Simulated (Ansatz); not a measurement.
# Effect of biaxial strain −0.62 %, plane normal [001], relaxed out of plane on HfO2

The reference is HfO₂ (space group P2_1/c, No. 14).

```yaml
crystal:
  lattice:
    - [5.11418, 0.00000, 0.00000]
    - [0.00000, 5.18192, 0.00000]
    - [-0.87081, 0.00000, 5.22378]
  atoms:
    - { symbol: Hf, position: [0.27620, 0.04186, 0.20826] }
    - { symbol: Hf, position: [0.72380, 0.54186, 0.29174] }
    - { symbol: Hf, position: [0.72380, 0.95814, 0.79174] }
    - { symbol: Hf, position: [0.27620, 0.45814, 0.70826] }
    - { symbol: O, position: [0.07004, 0.33376, 0.34403] }
    - { symbol: O, position: [0.92996, 0.83376, 0.15597] }
    - { symbol: O, position: [0.92996, 0.66624, 0.65597] }
    - { symbol: O, position: [0.07004, 0.16624, 0.84403] }
    - { symbol: O, position: [0.44797, 0.75767, 0.47848] }
    - { symbol: O, position: [0.55203, 0.25767, 0.02152] }
    - { symbol: O, position: [0.55203, 0.24233, 0.52152] }
    - { symbol: O, position: [0.44797, 0.74233, 0.97848] }
```

Cartesian axes are those of the cell as printed.

Now apply this change: compressive biaxial strain of 0.62 % in the plane normal to [001], as in epitaxy on a mismatched substrate; the out-of-plane cell vector and the atoms relax.

Level of theory: Ansatz (a first-principles code), r2SCAN, PAW, cutoff 500 eV, without spin-orbit coupling, earlier PAW set. Γ-centred 5×5×5 mesh, Fermi–Dirac width 0.05 eV.

The volume per atom decreases by 0.073 Å³ (11.54 Å³ → 11.46 Å³) and the space group stays P2_1/c (No. 14). The shortest interatomic distance shrinks by 0.021 bohr (3.857 bohr → 3.836 bohr) and the energy goes up by 1.2 meV/atom. The pressure (mean of the normal stresses, compression positive) goes from zero to 18.1 kbar and the band gap increases by 0.028 eV to 4.62 eV. The gap character remains indirect, Γ → Y₂ and the smallest direct gap rises by 0.023 eV to 4.71 eV. The valence-band top at Γ (three highest levels, from the VBM) goes from 0.00, -0.20, -0.52 eV to 0.00, -0.17, -0.49 eV and the out-of-plane strain amounts to +0.61 %.

Final structure (turned so that z lies along the plane normal):

```yaml
crystal:
  lattice:
    - [5.08247, 0.00000, 0.00455]
    - [0.00000, 5.14979, 0.00000]
    - [-0.86072, 0.00000, 5.25506]
  atoms:
    - { symbol: Hf, position: [0.27652, 0.04170, 0.20855] }
    - { symbol: Hf, position: [0.72348, 0.54170, 0.29145] }
    - { symbol: Hf, position: [0.72348, 0.95830, 0.79145] }
    - { symbol: Hf, position: [0.27652, 0.45830, 0.70855] }
    - { symbol: O, position: [0.06920, 0.33063, 0.34735] }
    - { symbol: O, position: [0.93080, 0.83063, 0.15265] }
    - { symbol: O, position: [0.93080, 0.66937, 0.65265] }
    - { symbol: O, position: [0.06920, 0.16937, 0.84735] }
    - { symbol: O, position: [0.44673, 0.75754, 0.47753] }
    - { symbol: O, position: [0.55327, 0.25754, 0.02247] }
    - { symbol: O, position: [0.55327, 0.24246, 0.52247] }
    - { symbol: O, position: [0.44673, 0.74246, 0.97753] }
```

Spin-orbit coupling, missing from the scalar runs, can matter with Hf. Whether these cells are dynamically stable was not tested.
